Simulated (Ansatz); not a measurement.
Cost and result by functional for the surface energy of the (211) surface of fcc Al in its 1x1 cell, outermost plane spacing 0.83 Å in the ideal cut, in Ansatz (plane waves, PAW). Single points on the PBE structure, on one kind of machine; costs are rough ratios of the slab run's core time (references not counted) to the cheapest single point. r2SCAN's cost holds its higher cutoff (500 against 420 eV). Differences are taken against r2SCAN for comparison alone: no measured value is at hand, so the table doesn't rank accuracy.

Slab: 13 atoms, 9.9 Å thick at the start (thin: gaps and levels are the slab's own); k 13x6x1, smearing 0.1 eV, dipole-corrected; all atoms relaxed; held to the start's symmetry, so lower structures may exist; no spin, no spin-orbit, no U. These notes are the PBE run's.

```tsv
functional	relative cost	surface energy (J/m²)	less r2SCAN (J/m²)
LDA	1	1.15	0.04
PBEsol	1	1.14	0.03
RPBE	1	0.88	-0.23
r2SCAN	2	1.11	0.00
PBE (the relaxed run's value)	–	0.97	-0.13
```

The values span 0.27 J/m², while the single points' costs differ by a factor of roughly 2. Differences are of unrounded values.

Ansatz is a first-principles code.
